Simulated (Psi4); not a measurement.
Psi4 1.11, unrestricted BP86/def2-svpd: In(Cl)3 triplet ([Cl][In]([Cl])[Cl]), charge 0, multiplicity 3, 4 atoms. The geometry is a generated start, not checked to be a minimum at this level.

```
Quantity                                              Value
--------------------------  -------------------------------
task                                                 energy
method                                                 bp86
basis                                             def2-svpd
memory                                                 3 GB
maxiter                                                 100
keys of the molecule block                      symmetry c1
scf_type                                       df (default)
guess                        auto, which took SAD (default)
scf_initial_accelerator                     adiis (default)
e_convergence                               1e-06 (default)
d_convergence                               1e-06 (default)
dft_radial_points                              75 (default)
dft_spherical_points                          302 (default)
effective core potentials   those of the basis set, past Kr
basis functions                                         113
grid points                                           87430
```

```xyz
4

In     0.0010     0.0011     0.0011
Cl     2.2364    -0.2526    -0.4532
Cl    -0.9164    -0.9998     1.8533
Cl    -1.3210     1.2513    -1.4012
```

Charge 0 and multiplicity 3 are set for this test and not shown to be the ground state.

One run each on 2 threads. Values of diis_max_vecs tried: 3, 6, 10 (default), 20.

Task: How does the count of SCF iterations change with diis_max_vecs, and where is it least?

Result: Fewest SCF iterations: 6 with 23. The count rises to 41 at 20. The run ends without SCF convergence in 100 iterations at 3.

| diis_max_vecs | SCF iterations | end |
|---|---|---|
| 3 | 100 | no convergence |
| 6 | 23 | same solution |
| 10 (default) | 40 | same solution |
| 20 | 41 | same solution |
